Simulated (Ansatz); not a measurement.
Al₂O₃ in the corundum structure (space group R-3c, No. 167)

```yaml
crystal:
  lattice:
    - [2.37945, 1.37377, 4.33172]
    - [-2.37945, 1.37377, 4.33172]
    - [0.00000, -2.74755, 4.33172]
  atoms:
    - { symbol: Al, position: [0.35191, 0.35191, 0.35191] }
    - { symbol: Al, position: [0.14809, 0.14809, 0.14809] }
    - { symbol: Al, position: [0.64809, 0.64809, 0.64809] }
    - { symbol: Al, position: [0.85191, 0.85191, 0.85191] }
    - { symbol: O, position: [0.55637, 0.94363, 0.25000] }
    - { symbol: O, position: [0.25000, 0.55637, 0.94363] }
    - { symbol: O, position: [0.94363, 0.25000, 0.55637] }
    - { symbol: O, position: [0.44363, 0.05637, 0.75000] }
    - { symbol: O, position: [0.75000, 0.44363, 0.05637] }
    - { symbol: O, position: [0.05637, 0.75000, 0.44363] }
```

All numbers come from Ansatz (an electronic-structure program), r2SCAN, PAW, cutoff 500 eV, without spin-orbit coupling. k-mesh 8×8×8 (Γ-centred); smearing 0.05 eV (Fermi–Dirac).

The volume per atom comes out as 8.50 Å³ and the density is 3.99 g/cm³. The band gap comes out as 7.14 eV, direct at Γ. The electron mass comes out as 0.41 mₑ along c, 0.38 mₑ across and the lowest conduction-band minima above the VBM is Γ 7.14 eV. The total energy is -559.063 eV/atom (σ→0; compares only within this code and set-up).

Effective masses come from finite differences of ±0.01 Å⁻¹. Whether these cells are dynamically stable was not tested.
